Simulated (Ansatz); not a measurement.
Troubleshooting Ansatz (a quantum-chemistry and plane-wave program): a failed run on CrGaFeSe₄ (R3m, 7 atoms in the cell). The aim is a self-consistent single point with DFT, PBEsol, plane waves, default PAW files made with PBE.

Cell that was meant: a = 12.9589 Å, b = 12.9589 Å, c = 12.9589 Å, α = 17.05°, β = 17.05°, γ = 17.05°.

Part of the input:

Ansatz 0.2 input:
```yaml
# CrGaFeSe5
crystal:
  lattice:
    - [1.921215, 1.109214, 12.767593]
[...]
    - { symbol: Se, position: [0.289697, 0.289697, 0.289697] }
    - { symbol: Se, position: [0.867773, 0.867773, 0.867773] }
    - { symbol: Se, position: [0.132797, 0.132797, 0.132797] }
    - { symbol: Se, position: [0.289697, 0.289697, 0.289697] }
kpoints:
  mp_grid: { grid: [5, 5, 5] }
hamiltonian:
```

Log, with long lists cut:

```
Error: atoms 4 (Se) and 7 (Se) coincide: fractional positions [0.289697, 0.289697, 0.289697] and [0.289697, 0.289697, 0.289697] are 0.00e0 Å apart, within the symmetry tolerance 1e-5 (fractional) on every axis — remove the duplicate or separate the sites (indices count the expanded atom list at the failing check: the typed cell's during the `space_group:` round-trip, otherwise the final one with `supercell:` and `defects:` applied)
```

Question: Read the log: what does the program object to, and what is the fix?

Answer: The fault is one atom entered twice; here the program stops on it instead of giving results. To fix it, remove the duplicate atom. The program stopped before any SCF iteration.

An input that runs soundly differs in these lines (not the only fix; some lines may just follow from the change or write a value another way):
```diff
-# CrGaFeSe5
+# CrGaFeSe4
-    - { symbol: Se, position: [0.289697, 0.289697, 0.289697] }
```

With that input, the run converged in 51 iterations: free energy E − TS (on the zero of these files) -33240.1809 eV; Fermi level (on the code's own zero) 8.50 eV; pressure -3.59 GPa; largest force (vector length) 0.266 eV/Å; size of the cell's spin moment 0.48 μB (DFT, PBEsol, plane waves, default PAW files made with PBE).

On the sound input: the starting cell comes from a database of computed structures (which also holds hypothetical and non-ambient phases and stackings), without a prior relaxation at this level. The magnetic order is the one reached from the typed start; others were not searched systematically. The program warned that a starting moment was not kept. With a pressure of about -4 GPa the cell is away from its equilibrium volume at this level. Ansatz's pressure includes its estimate of the finite-basis (Pulay) stress.
